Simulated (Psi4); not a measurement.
Psi4 1.11, BP86/def2-svpd: Cd(Br)(SiH3) ([SiH3][Cd][Br]), 6 atoms. The geometry is a generated start, not checked to be a minimum at this level.

- task: energy
- method: bp86
- basis: def2-svpd
- memory: 3 GB
- maxiter: 100
- keys of the molecule block: symmetry c1
- scf_type: df (default)
- guess: auto, which took SAD (default)
- scf_initial_accelerator: adiis (default)
- e_convergence: 1e-06 (default)
- d_convergence: 1e-06 (default)
- dft_radial_points: 75 (default)
- dft_spherical_points: 302 (default)
- effective core potentials: those of the basis set, past Kr
- basis functions: 123
- grid points: 130121

```xyz
6

Cd     1.1260     0.3753    -0.9995
Br     2.7785     1.1557    -2.7544
Si    -0.6768    -0.2736     0.6617
H     -1.4307    -1.4606     0.2305
H     -1.6642     0.7977     0.8689
H     -0.1328    -0.5946     1.9927
```

Charge 0 and multiplicity 1 are set for this test and not shown to be the ground state.

One run each on 2 threads. Values of diis_max_vecs tried: 3, 6, 10 (default), 20.

Q: Which value of diis_max_vecs needs the fewest SCF iterations, and what happens away from it?

A: Fewest SCF iterations, within one of each other: 6 with 10, 10 (default) with 10, 20 with 10. The count rises to 17 at 3. All converge to one solution.

| diis_max_vecs | SCF iterations | end |
|---|---|---|
| 3 | 17 | same solution |
| 6 | 10 | same solution |
| 10 (default) | 10 | same solution |
| 20 | 10 | same solution |
